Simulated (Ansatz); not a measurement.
Start from In2Au (space group Fm-3m, No. 225; a = 6.540 Å; relaxed with 0.1 eV smearing). Axes: x, y, z lie along the cube axes.

The values are results of PBEsol, PAW, 420 eV (Ansatz, a program for electronic structure; scalar-relativistic without spin-orbit coupling), not measurements.

A first run, uniaxial strain ε_zz = +1.17 %, gives secant values C11 ≈ 89 GPa and C12 ≈ 54 GPa from its stress. A second run applies biaxial strain +1.23 %, plane normal [001], relaxed out of plane.

Question: What does linear elasticity predict for −ε⊥/ε∥ in the second run, and what does the run give?

Answer: Linear elasticity: 2 C12/C11 = 1.21. The run gives 1.17; any difference comes from nonlinear terms at these strains and numerical noise.

No phonon test of stability was made.
